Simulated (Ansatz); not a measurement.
Consider BN (space group Pm-3n, No. 223; a = 4.440 Å; a hypothetical phase, not in the database extracts checked). Axes: x, y, z lie along the cube axes.

Method: PBE, PAW, 420 eV (Ansatz, a program for electronic structure; spin-orbit coupling left out).

Now apply this change: the cell is compressed by 2.66 % along z with no lateral relaxation, atoms relaxed at fixed cell.

### Question
Predict the stress tensor and what it implies for the stiffness.

### Answer
Stress of the strained cell less that of the base (GPa, compression positive):
```
   2.67    0.00    0.00
   0.00    2.67    0.00
   0.00    0.00   19.51
```

Then −Δσ_ii/ε with ε = -0.0266 gives secant stiffness values (nonlinear terms included at this strain): C33 ≈ 733 GPa, C13 ≈ 100 GPa and C23 ≈ 100 GPa.

As a check, the harmonic strain energy −½ V₀ Δσ:ε is 12 meV/atom; the computed energy rise is 12 meV/atom.

No phonon test of stability was made.
